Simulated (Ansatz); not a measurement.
## CoSi2: 1 layer

Consider CoSi2 (space group Fm-3m, No. 225; a = 5.3147 Å; non-magnetic). Axes: x, y, z lie along the cube axes.

It is then changed as follows: a free-standing slab of 1 layer (3 atoms, 3 a layer) is cut normal to [111], with 15 Å of vacuum and the in-plane cell held at bulk.

Level of theory: Kohn–Sham DFT with the r2SCAN functional, run in Ansatz (a program for electronic structure) with PAW and 500 eV plane waves, without spin-orbit coupling, earlier PAW set. k-mesh 14×14×1 (Γ-centred); smearing 0.05 eV (Fermi–Dirac), for the changed cell.

The layer's space group (with vacuum) amounts to P-3m1 (No. 164) and the shortest interatomic distance falls by 5.56 pm, from 230.1 pm to 224.6 pm. The band gap stays zero and the thickness between the outermost nuclei comes out as 1.16 Å. The change of the spacing d12 from its bulk value of 0.767 Å is -24.5 %.

Final structure:

```xyz
3
Lattice="3.7581 0.0000 0.0000 1.8790 3.2546 0.0000 0.0000 0.0000 16.5342" Properties=species:S:1:pos:R:3 pbc="T T T"
Si     2.8185     0.5424     7.6877
Co     0.9395    -0.5424     8.2671
Si     4.6976     1.6273     8.8465
```

Stability against distortions was not tested. Seeded moments were not kept for the base. The final runs are not spin-polarised. An odd electron count without spin: CoSi2.
